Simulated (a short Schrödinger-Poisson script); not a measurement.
System: MOS inversion layer, Al2O3 on p-type Si(100), at 300 K.

From the gate side: 2 nm Al2O3; 1500 nm Si, acceptors 8.1e16 cm⁻³.

Constants are typed, rounded textbook-type inputs, not results; the design itself was drawn at random and stands for no fabricated device. Al2O3: permittivity 9, conduction-band edge (eV) 2.7, gap (eV) 6.8, electron mass (mₑ) 0.3. Si: permittivity 11.7, conduction-band edge (eV) 0, gap (eV) 1.124, Nv at 300 K (cm⁻³) 3.1e19.

Channel valleys (confinement mass, in-plane density-of-states mass, number): Δ2 0.916, 0.19, 2; Δ4 0.19, 0.417, 4. At the gate the conduction-band edge of layer 1 lies 3.17 eV − eVg above the Fermi level of the channel; the field vanishes at the back. Gaps are held at their typed values at every temperature. Mesh 0.03 nm at interfaces.

Solved with a short Schrödinger-Poisson script written for these runs: 1D Poisson equation in equilibrium, electrons quantum, Hartree (BenDaniel-Duke, 12 states a valley, the channel's in-plane mass for all, wave functions free to enter the dielectric), parabolic valleys, classical holes, full ionisation, no traps, pinning or gate leakage.

| Vg (V) | electrons (cm⁻²) | C (μF/cm²) | Δ2 E0 (meV from the Fermi level) | Δ4 E0 (meV from the Fermi level) |
|---|---|---|---|---|
| 0.35 | 4.99e9 | 0.118 | 202.7 | 230.8 |
| 0.4 | 2.92e10 | 0.241 | 156.3 | 185.2 |
| 0.45 | 1.37e11 | 0.655 | 115.1 | 145.4 |
| 0.5 | 4.16e11 | 1.22 | 84.4 | 117.1 |
| 0.55 | 8.59e11 | 1.64 | 63.1 | 99.0 |
| 0.6 | 1.41e12 | 1.92 | 47.5 | 86.9 |
| 0.65 | 2.04e12 | 2.11 | 35.3 | 78.1 |
| 0.7 | 2.72e12 | 2.26 | 25.2 | 71.4 |
| 0.75 | 3.44e12 | 2.37 | 16.5 | 66.0 |
| 0.8 | 4.20e12 | 2.46 | 8.9 | 61.4 |
| 0.85 | 4.97e12 | 2.53 | 2.0 | 57.5 |
| 0.9 | 5.77e12 | 2.59 | -4.3 | 54.1 |
| 0.95 | 6.59e12 | 2.64 | -10.2 | 50.9 |
| 1 | 7.42e12 | 2.68 | -15.7 | 48.1 |
| 1.05 | 8.26e12 | 2.72 | -20.9 | 45.4 |
| 1.1 | 9.12e12 | 2.76 | -25.9 | 43.0 |
| 1.15 | 9.98e12 | 2.79 | -30.7 | 40.6 |
| 1.2 | 1.09e13 | 2.81 | -35.3 | 38.4 |

Gate voltages with under 1e9 electrons/cm² are left out.

Task: At Vg = 1.2 V the lowest Δ2 subband lies at -35.3 meV from the Fermi level. How many electrons does it hold, and what share of all?

Result: The two-dimensional density of states is g m/(πħ²) = 1.59e11 cm⁻² meV⁻¹ (both spins), kT = 25.9 meV, so n = D kT ln(1 + exp(−E/kT)) = 6.54e12 cm⁻², 0.60 of the 1.09e13 cm⁻² in all.

Task: Compare the slope of the sheet density between 1.1 and 1.2 V with the geometric capacitance of the layers between gate and channel.

Result: q Δn/ΔV = 2.85 μF/cm²; ε0/Σ(t/ε) = 3.98 μF/cm². The ratio is 0.72: the channel acts as a further capacitance in series.
